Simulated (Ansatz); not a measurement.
Ansatz (an electronic-structure program) run on Ag2ZnSe4Si (P1, 8 atoms in the cell): relaxation of the atoms.

Computed with LDA (PW92), default PAW files made with PBE (plane waves; Ansatz).

The change in words: atoms moved at random; relax: default → atoms; relax.f_tol: default → 0.03 eV/Å. Reference geometry:
```
ZnSi(AgSe2)2
1.0
   -2.88386     2.88386     5.66473
    2.88386    -2.88386     5.66473
    2.88386     2.88386    -5.66473
Ag Zn Se Si
2 1 4 1
Direct
  0.25000   0.75000   0.50000
  0.75000   0.25000   0.50000
  0.00000   0.00000   0.00000
  0.37700   0.88700   0.00000
  0.11300   0.11300   0.49000
  0.62300   0.62300   0.51000
  0.88700   0.37700   0.00000
  0.50000   0.50000   0.00000
```

Reference input (self-consistent single point, DFT, LDA (PW92), plane waves, default PAW files made with PBE): kpoints.mp_grid.grid = 4 4 4; hamiltonian.xc = lda; hamiltonian.pseudopotentials = {kind: paw} (the program's default PAW files); scf.occupations.method = cold; scf.occupations.width = 0.136 eV. This run's input differs from it in these lines:

Ansatz 0.2 input:
```diff
@@ -6,10 +6,10 @@
   atoms:
-    - { symbol: Ag, position: [0.25000000, 0.75000000, 0.50000000] }
-    - { symbol: Ag, position: [0.75000000, 0.25000000, 0.50000000] }
-    - { symbol: Zn, position: [0.00000000, 0.00000000, 0.00000000] }
-    - { symbol: Se, position: [0.37700000, 0.88700000, 0.00000000] }
-    - { symbol: Se, position: [0.11300000, 0.11300000, 0.49000000] }
-    - { symbol: Se, position: [0.62300000, 0.62300000, 0.51000000] }
-    - { symbol: Se, position: [0.88700000, 0.37700000, 0.00000000] }
-    - { symbol: Si, position: [0.50000000, 0.50000000, 0.00000000] }
+    - { symbol: Ag, position: [0.24136000, 0.73685800, 0.49517600] }
+    - { symbol: Ag, position: [0.74604100, 0.24054600, 0.49251900] }
+    - { symbol: Zn, position: [-0.00792700, 0.01375100, -0.00115000] }
+    - { symbol: Se, position: [0.37968900, 0.87966500, -0.00019200] }
+    - { symbol: Se, position: [0.10054800, 0.11142700, 0.48523100] }
+    - { symbol: Se, position: [0.62615500, 0.63572300, 0.51321000] }
+    - { symbol: Se, position: [0.91142700, 0.37883100, 0.01676000] }
+    - { symbol: Si, position: [0.50270700, 0.50319900, -0.00155500] }
 kpoints:
@@ -25,2 +25,4 @@
     width: 0.136
+relax:
+  f_tol: 0.03
 output:
```

Output, abridged:

```
   [... SCF lines of the steps left out ...]
relax step   1: F+E_penalty+E_count = -40304.94342745 eV  Δ(F+E_penalty+E_count) = +0.000e0 eV  max|allowed force component| = 2.321e0 eV/Å  Δτ_max = 0.0000 Å  (6 SCF iters, dr2 threshold 2.25e-5 eV, accepted)
relax step   2: F+E_penalty+E_count = -40306.14889267 eV  Δ(F+E_penalty+E_count) = -1.205e0 eV  max|allowed force component| = 1.173e0 eV/Å  Δτ_max = 0.1949 Å  (7 SCF iters, dr2 threshold 1.00e-4 eV, accepted)
relax step   3: F+E_penalty+E_count = -40306.51164355 eV  Δ(F+E_penalty+E_count) = -3.628e-1 eV  max|allowed force component| = 1.097e-1 eV/Å  Δτ_max = 0.1932 Å  (7 SCF iters, dr2 threshold 8.60e-5 eV, accepted)
relax step   4: F+E_penalty+E_count = -40306.51443584 eV  Δ(F+E_penalty+E_count) = -2.792e-3 eV  max|allowed force component| = 8.758e-3 eV/Å  Δτ_max = 0.0179 Å  (8 SCF iters, accepted)
Stability not checked (fill_not_monotonic)
Free energy (F): -40306.514436 eV
Internal energy: -40306.521216 eV  (E = F + TS)
E sigma→0 (E₀):  -40306.516696 eV
Entropy (-TS):   0.006780 eV (0.847 meV/atom)
Fermi energy:    8.026319 eV
--- Forces (eV/Å), atoms counted from 1 ---
  atom   1  Ag    -0.00032049    -0.00119221     0.00238816
  atom   2  Ag     0.00199047    -0.00098476    -0.00010953
  atom   3  Zn    -0.00164153     0.00139711    -0.00139503
  atom   4  Se    -0.00297766     0.00430683     0.00515483
  atom   5  Se     0.00224462     0.00157471    -0.00238977
  atom   6  Se    -0.00041297    -0.00282065    -0.00875321
   [... lines left out ...]
    - { symbol: Se, position: [0.1509188944331309, 0.15034730727712414, 0.5285359274900909] }
    - { symbol: Se, position: [0.6225941269425403, 0.622120059235054, 0.4716804563838187] }
    - { symbol: Se, position: [0.8491147285901828, 0.37798592555480637, -0.000158855557170684] }
    - { symbol: Si, position: [0.4997667320433615, 0.5003359349319147, 2.295961391144953e-5] }
```

The run converged. 

Summary of the result:
* **Free energy E − TS (on the zero of these files)**: -40306.5144 eV
* **Pressure**: -2.06 GPa
* **Largest force (vector length)**: 0.009 eV/Å
* **Relaxation steps**: 4

The starting cell was generated: these elements placed on a structure prototype, without a prior relaxation; it need not be a known phase or ordering of this composition. For this run, on top of that: atoms moved at random. Ansatz's pressure includes its estimate of the finite-basis (Pulay) stress. A gap is left out here, as mesh or smearing make it unsure.

Cost on one core of a shared machine: roughly 2 min.
